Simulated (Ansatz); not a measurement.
The parent structure is MgS in the rock salt structure (space group Fm-3m, No. 225; a = 5.2030 Å). Axes: x, y, z lie along the cube axes.

Calculations: Ansatz (a quantum-chemistry and plane-wave program) r2SCAN, no spin-orbit coupling.

Strains are applied to the cell and any free atomic positions relax; under biaxial strain the out-of-plane vector relaxes too.

One change was made to it. Results:

```csv
quantity,base,after
band gap,3.46 eV,3.17 eV
smallest direct gap,4.64 eV,4.22 eV
```

Which change produced these results?
A. biaxial strain +2.00 %, plane normal [001], relaxed out of plane
B. biaxial strain +1.00 %, plane normal [001], relaxed out of plane
C. biaxial strain +1.50 %, plane normal [001], relaxed out of plane
D. biaxial strain +3.00 %, plane normal [001], relaxed out of plane
E. biaxial strain +0.50 %, plane normal [001], relaxed out of plane

D, biaxial strain +3.00 %, plane normal [001], relaxed out of plane. For comparison, the band gap in the other runs: biaxial strain +1.00 %, plane normal [001], relaxed out of plane gives 3.36 eV; biaxial strain +0.50 %, plane normal [001], relaxed out of plane gives 3.41 eV; biaxial strain +2.00 %, plane normal [001], relaxed out of plane gives 3.26 eV; biaxial strain +1.50 %, plane normal [001], relaxed out of plane gives 3.31 eV.

Stability against distortions was not tested.
